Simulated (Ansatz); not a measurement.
The structure below was relaxed with Ansatz (an electronic-structure program) r2SCAN, scalar-relativistic without spin-orbit coupling, at pressure 4.5 GPa.

```
CELL_PARAMETERS angstrom
      0.00000     1.77310     1.77310
      1.77310     0.00000     1.77310
      1.77310     1.77310     0.00000
ATOMIC_POSITIONS crystal
  Cu 0.00000 0.00000 0.00000
```

Task: Find the space group and the Wyckoff positions.

Result: Space group Fm-3m (No. 225); a = b = c = 3.5462 Å, α = β = γ = 90.00°

```json
[
 {"atom": "Cu", "site": "4a", "symmetry": "m-3m", "x": "0.0000", "y": "0.0000", "z": "0.0000"}
]
```

Load acts through the strain it causes; cell and atoms are relaxed under it. Stability against distortions was not tested. All final runs are without spin polarisation. The cell was made from Cu in the fcc (Cu type) structure (space group Fm-3m, No. 225) by this change: pressure 4.5 GPa.
